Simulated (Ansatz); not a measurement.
Worked example: self-consistent single point of CsHS (P1, 12 atoms in the cell) in Ansatz (a first-principles code).

Method: PBEsol, default PAW files made with PBE (plane waves; Ansatz).

```yaml
crystal:
  lattice:
    - [-4.15496, 4.15496, 4.58145]
    - [4.15496, -4.15496, 4.58145]
    - [4.15496, 4.15496, -4.58145]
  atoms:
    - { symbol: Cs, position: [0.23250, 0.75325, 0.49658] }
    - { symbol: Cs, position: [0.74665, 0.24874, 0.50174] }
    - { symbol: Cs, position: [0.27717, 0.27017, 0.99903] }
    - { symbol: Cs, position: [0.72393, 0.73104, 0.00082] }
    - { symbol: H, position: [0.09995, 0.24338, 0.33676] }
    - { symbol: H, position: [0.92528, 0.76874, 0.67176] }
    - { symbol: H, position: [0.24149, 0.90835, 0.15458] }
    - { symbol: H, position: [0.76272, 0.08739, 0.84715] }
    - { symbol: S, position: [0.23380, 0.74847, 0.98815] }
    - { symbol: S, position: [0.76298, 0.25806, 0.00605] }
    - { symbol: S, position: [0.75359, 0.75227, 0.51658] }
    - { symbol: S, position: [0.23995, 0.23014, 0.48079] }
```

Reference input (self-consistent single point, DFT, PBE0, plane waves, default PAW files made with PBE): basis.ecutwfc = 420 eV; kpoints.mp_grid.grid = 2 2 2; hamiltonian.xc = pbe0; hamiltonian.pseudopotentials = {kind: paw} (the program's default PAW files); scf.occupations.method = fermi_dirac; scf.occupations.width = 0.02 eV. This run's input differs from it in these lines:

Ansatz 0.2 input:
```diff
@@ -23,3 +23,3 @@
 hamiltonian:
-  xc: pbe0
+  xc: pbesol
   pseudopotentials: { kind: paw }
```

Output, abridged:

```
SCF iter   1: F=—  HF=-25954.628383 eV  |F-HF|=—  |Δ(HF+E_count)|=         —  Δρ=3.68e-3  dr2=5.35e-2  ethr=1.77e-3  ⟨swp⟩=10.8  Hψ=2127  notcnv=0  defer=1
all-band conjugate gradients solve this SCF's bands
preconditioner: auto → Resta (q_TF=auto, 2.090 Å⁻¹)
SCF iter   2: F=—  HF=-25954.618262 eV  |F-HF|=—  |Δ(HF+E_count)|=   1.01e-2  Δρ=1.69e-3  dr2=9.90e-3  ethr=8.36e-5  ⟨swp⟩=3.0  Hψ=579  notcnv=0  defer=54
   [... lines left out ...]
SCF iter   4: F=—  HF=-25954.617980 eV  |F-HF|=—  |Δ(HF+E_count)|=   1.75e-4  Δρ=9.09e-5  dr2=5.12e-5  ethr=5.39e-7  ⟨swp⟩=2.2  Hψ=525  notcnv=0  defer=54
SCF iter   5: F=—  HF=-25954.617931 eV  |F-HF|=—  |Δ(HF+E_count)|=   4.89e-5  Δρ=2.80e-5  dr2=2.53e-6  ethr=8.00e-8  ⟨swp⟩=2.9  Hψ=515  notcnv=0  defer=54
SCF iter   6: F=—  HF=-25954.617935 eV  |F-HF|=—  |Δ(HF+E_count)|=   3.62e-6  Δρ=4.99e-6  dr2=1.13e-7  ethr=3.96e-9  ⟨swp⟩=2.0  Hψ=512  notcnv=0  defer=54
SCF iter   7: F=-25954.617935 eV  HF=-25954.617935 eV  |F-HF|=1.26e-9  |Δ(HF+E_count)|=   1.42e-7  Δρ=1.70e-6  dr2=1.57e-8  ethr=1.56e-10  ⟨swp⟩=13.8  Hψ=1838  notcnv=0
SCF 1 converged in 7 iterations: F = -25954.617935 eV  dr2 = 1.57e-8
Free energy (F): -25954.617935 eV
Internal energy: -25954.617935 eV  (E = F + TS)
E sigma→0 (E₀):  -25954.617935 eV
Fermi energy:    5.194857 eV
--- Forces (eV/Å), atoms counted from 1 ---
  atom   1  Cs    -0.10737083     0.08746144     0.04830131
  atom   2  Cs     0.00407917     0.01341416     0.00750657
  atom   3  Cs     0.07123563    -0.01092590    -0.03022969
  atom   4  Cs    -0.03336464    -0.04214883     0.04871870
  atom   5  H      0.11129054    -4.11181974     0.23000347
  atom   6  H      0.03614329     1.91083798     0.08820610
  atom   7  H      1.12485294    -0.00321395     0.00327432
  atom   8  H     -0.02379009    -0.01091290     0.00435457
  atom   9  S     -1.11876427    -0.01695668     0.05121676
   [... lines left out ...]
  atom  12  S     -0.11536041     4.11170323    -0.21671930
--- Stress (GPa, compression-positive) ---
       -0.072369      -0.065635      -0.000686
       -0.065634       3.115400      -0.024657
       -0.000686      -0.024657      -0.652283
  P = ⅓ Tr σ = 0.7969 GPa (7.969 kbar)
  The stress holds the Pulay correction. Without it, at fixed plane waves, as pw.x and ABINIT print it: P = 0.7700 GPa
```

The run converged in 7 iterations. Against the reference run the pressure goes from 1.55 to 0.80 GPa, the largest force goes from 3.722 to 4.120 eV/Å and the gap on the mesh goes from 5.355 to 3.390 eV.

The starting cell comes from a database of computed structures (which also holds hypothetical and non-ambient phases and stackings), without a prior relaxation at this level. Its atoms were displaced at random from the sites of space group no. 87. Forces in this geometry exceed 1 eV/Å. Ansatz's pressure includes its estimate of the finite-basis (Pulay) stress.
